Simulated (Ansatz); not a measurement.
Results of r²SCAN (PAW; Ansatz, a program for electronic structure) for MgCdS₂ (model structure, started from the ScAlN2 type, P3m1, No. 156, 4 atoms in the cell).

Input:

Ansatz 0.2 input:
```yaml
crystal:
  lattice:
    - [4.0745489174, 0.0000003045, 0.0]
    - [-2.0372747224, 3.5286627192, 0.0]
    - [0.0, 0.0, 6.5731998714]
  atoms:
    - { symbol: Cd, position: [0.3333333333, 0.6666666667, 0.0063970278] }
    - { symbol: S, position: [0.3333333333, 0.6666666667, 0.3902948064] }
    - { symbol: Mg, position: [0.6666666667, 0.3333333333, 0.5000567498] }
    - { symbol: S, position: [0.6666666667, 0.3333333333, 0.873251416] }
basis:
  ecutwfc: 560
  ecutrho_ratio: 4
  xc_grid: 3
kpoints:
  mp_grid: { grid: [12, 12, 6] }
  band_path:
    path:
      - [0.0, 0.0, 0.0]
      - [0.0625, 0.0, 0.0]
      - [0.125, 0.0, 0.0]
      - [0.1875, 0.0, 0.0]
      - [0.25, 0.0, 0.0]
      - [0.3125, 0.0, 0.0]
      - [0.375, 0.0, 0.0]
      - [0.4375, 0.0, 0.0]
      - [0.5, 0.0, 0.0]
      - [0.458333, 0.083333, 0.0]
      - [0.416667, 0.166667, 0.0]
      - [0.375, 0.25, 0.0]
      - [0.333333, 0.333333, 0.0]
      - [0.3, 0.3, 0.0]
      - [0.266667, 0.266667, 0.0]
      - [0.233333, 0.233333, 0.0]
      - [0.2, 0.2, 0.0]
      - [0.166667, 0.166667, 0.0]
      - [0.133333, 0.133333, 0.0]
      - [0.1, 0.1, 0.0]
      - [0.066667, 0.066667, 0.0]
      - [0.033333, 0.033333, 0.0]
      - [0.0, 0.0, 0.125]
      - [0.0, 0.0, 0.25]
      - [0.0, 0.0, 0.375]
      - [0.0, 0.0, 0.5]
      - [0.0625, 0.0, 0.5]
      - [0.125, 0.0, 0.5]
      - [0.1875, 0.0, 0.5]
      - [0.25, 0.0, 0.5]
      - [0.3125, 0.0, 0.5]
      - [0.375, 0.0, 0.5]
      - [0.4375, 0.0, 0.5]
      - [0.5, 0.0, 0.5]
      - [0.458333, 0.083333, 0.5]
      - [0.416667, 0.166667, 0.5]
      - [0.375, 0.25, 0.5]
      - [0.333333, 0.333333, 0.5]
      - [0.3, 0.3, 0.5]
      - [0.266667, 0.266667, 0.5]
      - [0.233333, 0.233333, 0.5]
      - [0.2, 0.2, 0.5]
      - [0.166667, 0.166667, 0.5]
      - [0.133333, 0.133333, 0.5]
      - [0.1, 0.1, 0.5]
      - [0.066667, 0.066667, 0.5]
      - [0.033333, 0.033333, 0.5]
      - [0.5, 0.0, 0.375]
      - [0.5, 0.0, 0.25]
      - [0.5, 0.0, 0.125]
      - [0.333333, 0.333333, 0.375]
      - [0.333333, 0.333333, 0.25]
      - [0.333333, 0.333333, 0.125]
    npoints: 1
hamiltonian:
  xc: r2scan
  dispersion: none
  pseudopotentials: { kind: paw }
scf:
  occupations: { method: fermi_dirac, width: 0.01 }
  convergence: { dr2_threshold: 0.0000000004 }
output:
  forces: true
  stress: true
  eigenvalues: true
  write_bands: true
```

Excerpt of the program's output:

```
Crystal: 4 atoms, lattice volume = 94.508 Å³
Basis set: ecut = 560 eV, 2827 PW (Γ), exchange–correlation on 96×96×162 points (27 copies of the dense FFT grid, shifted against one another)
Bands: 26, of which v1, the nominal top of the filled ones, is band 21 counted from 1 (20 counted from 0)
Symmetry: 6 space group operations
Space group: P3m1 (ITA 156), of the structure as read, at distance tolerance 4.6e-5 Å
k-points: 100 of 864 (time reversal used)
Functional: x = r2scan, c = r2scan; τ floored in thin density (d = 2e-4 eV/Å³)
SCF iter   1: F=—  HF=-12011.081975 eV  |F-HF|=—  |Δ(HF+E_count)|=         —  Δρ=6.14e-3  dr2=1.70e-2  dr2_τ=2.30e-2
SCF iter   2: F=—  HF=-12011.120671 eV  |F-HF|=—  |Δ(HF+E_count)|=   3.87e-2  Δρ=3.20e-3  dr2=4.87e-3  dr2_τ=5.30e-4
  ...
SCF iter   8: F=—  HF=-12011.121900 eV  |F-HF|=—  |Δ(HF+E_count)|=   5.58e-9  Δρ=6.66e-7  dr2=5.16e-10  dr2_τ=4.05e-11
SCF iter   9: F=-12011.121900 eV  HF=-12011.121900 eV  |F-HF|=3.64e-12  |Δ(HF+E_count)|=  1.67e-10  Δρ=1.65e-7  dr2=3.34e-11  dr2_τ=2.81e-12
SCF 1 converged in 9 iterations: F = -12011.121900 eV  dr2 = 3.34e-11
SCF converged after 9 iterations
Free energy (F): -12011.121900 eV
Internal energy: -12011.121900 eV  (E = F + TS)
E sigma→0 (E₀):  -12011.121900 eV
Fermi energy:    6.382198 eV
--- Forces (eV/Å), atoms counted from 1 ---
  atom   1  Cd     0.00000000    -0.00000000    -0.00768986
  atom   2  S      0.00000000     0.00000000     0.12145064
  atom   3  Mg    -0.00000000     0.00000000     0.03454212
  atom   4  S     -0.00000000     0.00000000    -0.14826631
--- Stress (GPa, compression-positive) ---
        1.081965       0.000000      -0.000000
        0.000000       1.081965      -0.000000
       -0.000000      -0.000000       1.192464
  P = ⅓ Tr σ = 1.1188 GPa (11.188 kbar)
```

The PAW data were made under PBE.

Note: the relaxation could raise the start's symmetry but not lower it, so the cell can be a saddle point. Note: cell and atoms aren't relaxed at this level (largest force component 0.15 eV/Å, pressure 1.1 GPa).

A model structure was made by putting elements into a prototype or built by hand; it is no filed structure, need not be a known phase, and can be a saddle point held by its symmetry.
